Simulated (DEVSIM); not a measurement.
Device: abrupt Si n-p junction, at 500 K.

Layer 1 from the left is Si, thickness (μm) 60.0, Nd (cm⁻³) 5.7e17, τn (s) 2.4e-7, τp (s) 2.4e-7. Layer 2 from the left is Si, thickness (μm) 60.0, Na (cm⁻³) 4.2e17, τn (s) 2.4e-7, τp (s) 2.4e-7.

Left contact: ohmic. Right contact: ohmic. Voltage is applied to the left contact. Recombination: SRH at mid-gap, radiative. Mobility is μmin + (μ − μmin)/(1 + (N/Nref)^α).

The device is made up for the run: typed textbook-type constants, with dimensions and the other settings drawn at random. Values at 300 K; Nc and Nv go as T^1.5, mobilities as T to minus their exponent, the gap by Varshni's rule with the affinity fixed.

Si: gap (eV) 1.124, affinity (eV) 4.05, permittivity 11.7, Nc (cm⁻³) 2.86e19, Nv (cm⁻³) 3.1e19, μn (cm²/Vs) 1417, μp (cm²/Vs) 470, μn,min 52, μp,min 45, Nref,n 9.7e16, Nref,p 2.2e17, αn 0.68, αp 0.72, T exponent of μn 2.3, T exponent of μp 2.2, B (cm³/s) 4.7e-15, Varshni α (eV/K) 0.000473, Varshni β (K) 636.

Model (solved in DEVSIM): 1D drift-diffusion, Boltzmann statistics, complete ionisation; no tunnelling, impact ionisation, image-force lowering or self-heating.

Dark forward current:

| |V| (V) | |J| (A/cm²) |
|---|---|
| 0.05 | 0.0005772 |
| 0.10 | 0.002322 |
| 0.15 | 0.007728 |
| 0.20 | 0.02468 |
| 0.25 | 0.07809 |
| 0.30 | 0.2463 |
| 0.35 | 0.7696 |
| 0.40 | 2.332 |
| 0.45 | 6.519 |
| 0.50 | 15.67 |
| 0.55 | 31.19 |
| 0.60 | 52.63 |
| 0.65 | 78.82 |
| 0.70 | 108.8 |
| 0.75 | 141.9 |
| 0.80 | 177.8 |
| 0.85 | 216.4 |
| 0.90 | 257.4 |
| 0.95 | 300.8 |
| 1.00 | 346.7 |
| 1.05 | 394.9 |
| 1.10 | 445.4 |
| 1.15 | 498.3 |
| 1.20 | 553.6 |
| 1.25 | 611.3 |
| 1.30 | 671.4 |

Task: Work out the local ideality factor n = ΔV / (kT/q · ln(J2/J1)) between the rows 0.20 and 0.25 V, 1.25 and 1.30 V.

Result: kT/q = 43.09 mV. From 0.20 to 0.25 V: ln(0.07809/0.02468) = 1.152, n = 1.01, near the 1 of diffusion or emission over a barrier. From 1.25 to 1.30 V: ln(671.4/611.3) = 0.094, n = 12.37.

Task: Estimate the current at 0.30 V from the Shockley equation with J0 = Σ q ni² D/(N L) coth(W/L), τ joining the SRH, radiative and Auger lifetimes that are on, and W taken as the whole layer.

Result: ni² = 7.51e28 cm⁻⁶; holes in the n layer: μ = 60.9 cm²/Vs, D = 2.62 cm²/s, τ = 2.40e-7 s, L = 7.93 μm, W/L = 7.6, term 6.98e-5 A/cm²; electrons in the p layer: μ = 130 cm²/Vs, D = 5.59 cm²/s, τ = 2.40e-7 s, L = 11.6 μm, W/L = 5.2, term 0.000138 A/cm². J0 = 0.000208 A/cm², and J = J0 exp(qV/kT) = 0.220 A/cm². The simulation gives 0.246 A/cm²; the estimate lies 11 % below. The estimate leaves out recombination in the depletion region and that region's share of W.
